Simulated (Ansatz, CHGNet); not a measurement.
Ladder of methods for the lattice parameter a of A15 V3Si (cubic form, which distorts at low temperature)

Reference value: 4.724 Å (measured, temperature not stated, not corrected to a static lattice; as tabulated in Zeng et al. (2023), arXiv:2309.11055).

```csv
level (code),value (Å),difference (%)
CHGNet 0.3.0,4.704,-0.42
LDA (Ansatz),4.606,-2.50
BLYP (Ansatz),4.755,+0.66
PBE (Ansatz),4.701,-0.49
PBEsol (Ansatz),4.649,-1.59
RPBE (Ansatz),4.734,+0.21
PBE-D4 (Ansatz),4.664,-1.27
rVV10 (Ansatz),4.713,-0.23
PBE0 (Ansatz),4.665,-1.25
```

The reference's temperature isn't stated, so close values are not ranked against it. Off by more than 1.25 %, or 1.75 % on the side where a correction would as a rule narrow the miss (bounds picked here): LDA (-2.50 %).

The measured value isn't corrected to a static lattice, so vibrations enter the comparison. A static lattice is as a rule a little smaller than the measured one. The crystal itself was run without spin with LDA, BLYP, PBE, PBEsol, RPBE, PBE-D4, rVV10, PBE0; a magnetic state was not tried in these runs. LDA, BLYP, PBE, PBEsol, RPBE, PBE-D4, rVV10, PBE0: symmetry holds this phase in the static calculation, where it need not be a minimum. PBE0: the run has no spin polarisation, so it can have missed a magnetic state. Cutoffs and k meshes differ between the levels. Ansatz's density-functional and Hartree–Fock values are scalar-relativistic unless marked +SOC, with PAW data made under PBE.

Machine-learned potentials (CHGNet 0.3.0) are trained on DFT data: a solid inside that data is no test of them.

Differences are worked out from the printed values.

Ansatz is a quantum-chemistry and plane-wave program.
